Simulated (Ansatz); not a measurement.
The starting structures come from a database of crystals and need not be the phases stable at ambient conditions.

Consider the following.

```yaml
crystal:
  lattice:
    - [5.94028, 0.00000, 0.00000]
    - [2.97014, 8.16942, 0.00000]
    - [2.97014, 0.00000, 2.97014]
  atoms:
    - { symbol: Ba, position: [0.84819, 0.30362, 0.00000] }
    - { symbol: Ba, position: [0.15181, 0.69638, 0.00000] }
    - { symbol: Zn, position: [0.50000, 0.00000, 0.00000] }
    - { symbol: F, position: [0.62064, 0.75872, 0.00000] }
    - { symbol: F, position: [0.37936, 0.24128, 0.00000] }
    - { symbol: F, position: [0.50000, 0.00000, 0.50000] }
    - { symbol: F, position: [0.00000, 0.00000, 0.50000] }
    - { symbol: F, position: [0.25000, 0.50000, 0.50000] }
    - { symbol: F, position: [0.75000, 0.50000, 0.50000] }
```

Space group of this cell: I4/mmm. The cell is taken as given; by PBEsol its mean pressure is -4.7 GPa.

Transport runs along the normal of the first two printed cell vectors, the (110) plane of the conventional cell.

The gap is the functional's own, uncorrected, and κ follows it; spin-orbit coupling is left out. Mid-gap values are interpolated between the computed energies.

Problem. Compute, with PBEsol (Ansatz, a first-principles code), the band gap and the smallest decay constant κ at mid-gap.

Solution. Gap 4.62 eV on a 10×10×10 mesh; κ = 0.431 1/Å, at the zone centre.
